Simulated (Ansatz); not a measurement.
## Hypothetical diamond Ti under a change: 1 layer

The reference is Ti in the diamond structure (space group Fd-3m, No. 227; a = 5.519 Å; a hypothetical phase, not in the database extracts checked). Axes: x, y, z lie along the cube axes.

Modification: a free-standing slab of 1 layer (2 atoms, 2 a layer) is cut normal to [110], with 15 Å of vacuum and the in-plane cell held at bulk.

The values are results of PBEsol (Ansatz, a first-principles code), no spin-orbit coupling, not measurements. Γ-centred 12×9×1 mesh, Fermi–Dirac width 0.05 eV, for the changed cell.

```tsv
quantity	base	changed	shift
layer's space group (with vacuum)	–	Pmma (No. 51)	–
shortest interatomic distance	2.390 Å	2.176 Å	-0.2134 Å
band gap	zero	zero	–
```

Final structure:

```yaml
crystal:
  lattice:
    - [3.90251, 0.00000, 0.00000]
    - [0.00000, 5.51898, 0.00000]
    - [0.00000, 0.00000, 15.00000]
  atoms:
    - { symbol: Ti, position: [0.75000, 0.03767, 0.50000] }
    - { symbol: Ti, position: [0.25000, 0.21233, 0.50000] }
```

No phonon test of stability was made. All final runs are without spin polarisation. Ti has a high density of states at the Fermi level and may be magnetic at this level.
